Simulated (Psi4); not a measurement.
Psi4 1.11, unrestricted TPSS/def2-svp: C[SiH]C, charge 0, multiplicity 2, 10 atoms. The geometry is a generated start, not checked to be a minimum at this level.

```json
{
 "task": "energy",
 "method": "tpss",
 "basis": "def2-svp",
 "memory": "3 GB",
 "maxiter": "100",
 "keys_of_the_molecule_block": "symmetry c1",
 "scf_type": "df (default)",
 "diis_max_vecs": "10 (default)",
 "e_convergence": "1e-06 (default)",
 "d_convergence": "1e-06 (default)",
 "dft_radial_points": "75 (default)",
 "dft_spherical_points": "302 (default)",
 "basis_functions": "81",
 "grid_points": "216034"
}
```

```xyz
10

C     -1.5556     0.2134     0.1932
Si     0.0091    -0.8700     0.2639
C      1.5715     0.1733    -0.0275
H     -1.5214     0.8921    -0.6593
H     -2.4480    -0.4002     0.0930
H     -1.6701     0.8182     1.0880
H     -0.0668    -1.9994    -0.6681
H      1.6812     0.4116    -1.0858
H      2.4715    -0.3506     0.2829
H      1.5287     1.1114     0.5196
```

Charge 0 and multiplicity 2 are set for this test and not shown to be the ground state.

With the defaults (diis = true, scf_initial_accelerator = adiis, damping_percentage = 0, guess = auto, which took SAD, level_shift = 0, level_shift_cutoff = 0.01) it converges in 9 SCF iterations. One run each on 2 threads, with these changes:
- guess = huckel
- guess = modhuckel
- guess = sapgau
- guess = gwh
- diis = false, scf_initial_accelerator = none, damping_percentage = 60
- level_shift = 0.5, level_shift_cutoff = 0.001
- guess = sadno
- damping_percentage = 20
- guess = sap

Question: Which runs fail or end elsewhere than the default run?

Answer: No convergence: diis = false, scf_initial_accelerator = none, damping_percentage = 60 (the run ends without SCF convergence in 100 iterations). The rest reach the solution of the defaults.

```json
[
 {"setting": "the defaults", "SCF iterations": "9", "end": "same solution"},
 {"setting": "guess = sadno", "SCF iterations": "9", "end": "same solution"},
 {"setting": "guess = huckel", "SCF iterations": "9", "end": "same solution"},
 {"setting": "guess = modhuckel", "SCF iterations": "9", "end": "same solution"},
 {"setting": "level_shift = 0.5, level_shift_cutoff = 0.001", "SCF iterations": "9", "end": "same solution"},
 {"setting": "guess = sap", "SCF iterations": "10", "end": "same solution"},
 {"setting": "guess = sapgau", "SCF iterations": "10", "end": "same solution"},
 {"setting": "guess = gwh", "SCF iterations": "11", "end": "same solution"},
 {"setting": "damping_percentage = 20", "SCF iterations": "18", "end": "same solution"},
 {"setting": "diis = false, scf_initial_accelerator = none, damping_percentage = 60", "SCF iterations": "100", "end": "no convergence"}
]
```
